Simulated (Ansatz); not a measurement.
## What O → Se does to Ba2TaBiO6

Start from Ba₂TaBiO₆ (space group Fm-3m, No. 225; a = 8.605 Å; a cell from a computed database, its experimental status unchecked).

The change: every O is replaced by Se; the structure is relaxed again.

The values are results of r2SCAN (Ansatz, a program for electronic structure, PAW, scalar-relativistic without spin-orbit coupling), not measurements. k-mesh 6×6×6 (Γ-centred); smearing 0.05 eV (Fermi–Dirac), for the changed cell.

The volume per atom increases by 14.49 Å³, from 15.93 Å³ to 30.42 Å³ and the density decreases by 1.715 g/cm³ (7.93 g/cm³ → 6.21 g/cm³). The lattice parameter a rises by 2.071 Å to 10.676 Å and the shortest interatomic distance grows by 0.557 Å (1.986 Å → 2.543 Å). The band gap decreases by 2.20 eV to 0.80 eV and the gap character goes from direct at L to indirect, Γ → X. The smallest direct gap falls by 2.10 eV to 0.90 eV and the width of the top valence band drops by 0.97 eV, from 1.65 eV to 0.68 eV.

Final structure:

```
CELL_PARAMETERS angstrom
      0.00000     5.33825     5.33825
      5.33825     0.00000     5.33825
      5.33825     5.33825     0.00000
ATOMIC_POSITIONS crystal
  Ba 0.25000 0.25000 0.25000
  Ba 0.75000 0.75000 0.75000
  Ta 0.50000 0.50000 0.50000
  Bi 0.00000 0.00000 0.00000
  Se 0.26181 0.73819 0.73819
  Se 0.73819 0.26181 0.26181
  Se 0.73819 0.26181 0.73819
  Se 0.26181 0.73819 0.26181
  Se 0.73819 0.73819 0.26181
  Se 0.26181 0.26181 0.73819
```

Cost of the whole job for the changed cell (relaxation, final SCF and bands): very roughly 9 core-minutes.

With Bi and Ta present, leaving out spin-orbit coupling can change the band edges. No phonon test of stability was made. As relaxed here, Ba2TaBiSe6 is a hypothetical phase, not in the database extracts checked.
